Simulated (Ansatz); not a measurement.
**HfSi2: pressure series**

Base system: HfSi₂ (space group Cmcm, No. 63; a = 3.6828 Å, b = 14.5980 Å, c = 3.6582 Å).

Cell and atoms are relaxed at each pressure.

Levels (all Ansatz, a first-principles code, PAW): PBE (420 eV, no spin-orbit coupling); PBEsol (420 eV, without spin-orbit coupling).

The base cell above is that of PBE; each level relaxes its own structures.

| case | volume per atom, PBE | volume per atom, PBEsol |
|---|---|---|
| pressure −2 GPa | 16.66 Å³ | 16.11 Å³ |
| pressure −1 GPa | 16.52 Å³ | 15.99 Å³ |
| pressure 3 GPa | 16.02 Å³ | 15.54 Å³ |
| pressure 7 GPa | 15.59 Å³ | 15.14 Å³ |
| pressure 15 GPa | 14.86 Å³ | 14.47 Å³ |
| pressure 30 GPa | 13.83 Å³ | 13.51 Å³ |
| pressure 50 GPa | 12.82 Å³ | 12.57 Å³ |
| pressure 75 GPa | 11.92 Å³ | 11.71 Å³ |
| pressure 100 GPa | 11.23 Å³ | 11.05 Å³ |

PBE lies above PBEsol in every row, by 0.18 Å³ to 0.55 Å³. They put the cases in the same order.

Load acts through the strain it causes; cell and atoms are relaxed under it. Whether these cells are dynamically stable was not tested. Competing high-pressure phases were not computed. All final runs are without spin polarisation.
